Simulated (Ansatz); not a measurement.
By PBEsol, the system below comes out a metal.

The ballistic (Sharvin) conductance counts the channels at the Fermi level: G/A = (e²/h) × channels of both spins per area.

Input:

```xyz
3
Lattice="3.8087 0.0000 0.0000 -1.9043 3.2984 0.0000 1.9043 1.0995 3.1098" Properties=species:S:1:pos:R:3 pbc="T T T"
Si     1.9043     3.2984     2.3323
Si     1.9043     1.0995     0.7774
Ni     0.0000     0.0000     0.0000
```

The cell is taken as given.

The current flows along the normal of the first two printed cell vectors, the (111) plane of the conventional cell. No spin-orbit coupling; the value is a mean over 0.1 eV about the Fermi level.

Task: Compute, with PBEsol run with Ansatz (a first-principles code), the ballistic conductance per area.

Result: 0.60 × 10¹⁵ S/m² for both spins.
